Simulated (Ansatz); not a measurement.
# Pressure series in Bi

The parent structure is Bi in the A7 type structure (space group R-3m, No. 166).

```xyz
2
Lattice="2.2666 1.3086 3.8846 -2.2666 1.3086 3.8846 0.0000 -2.6173 3.8846" Properties=species:S:1:pos:R:3 pbc="T T T"
Bi     0.0000     0.0000     2.7641
Bi     0.0000     0.0000     8.8896
```

Cell and atoms are relaxed at each pressure.

Levels (all Ansatz, a program for electronic structure, PAW): PBE-D3(BJ) (420 eV, spin-orbit coupling left out); r2SCAN+rVV10 (500 eV, no spin-orbit coupling).

The base cell above is that of PBE-D3(BJ); each level relaxes its own structures.

| case | volume per atom, PBE-D3(BJ) | volume per atom, r2SCAN+rVV10 |
|---|---|---|
| pressure −1 GPa | 35.59 Å³ | 36.80 Å³ |
| pressure 0.9 GPa | 33.80 Å³ | 34.58 Å³ |
| pressure 2.1 GPa | 32.95 Å³ | 33.61 Å³ |
| pressure 4.5 GPa | 31.59 Å³ | 32.11 Å³ |
| pressure 9 GPa | 29.72 Å³ | 30.14 Å³ |
| pressure 15 GPa | 27.92 Å³ | 28.30 Å³ |
| pressure 30 GPa | 23.02 Å³ | 23.36 Å³ |

PBE-D3(BJ) lies below r2SCAN+rVV10 in every row, by 0.34 Å³ to 1.21 Å³. They put the cases in the same order.

Load acts through the strain it causes; cell and atoms are relaxed under it. Stability against distortions was not tested. Along this pressure series the structure jumps between pressure 15 GPa and pressure 22.5 GPa; cells beyond that are another form of it. Along this pressure series the structure jumps between pressure 22.5 GPa and pressure 30 GPa; cells beyond that are another form of it. Measured, Bi leaves this structure (for a monoclinic phase) near 2.5 GPa (temperature not stated; as listed in Olga Degtyareva, NATO science for peace and security series. B, Physics and biophysics (2010)).
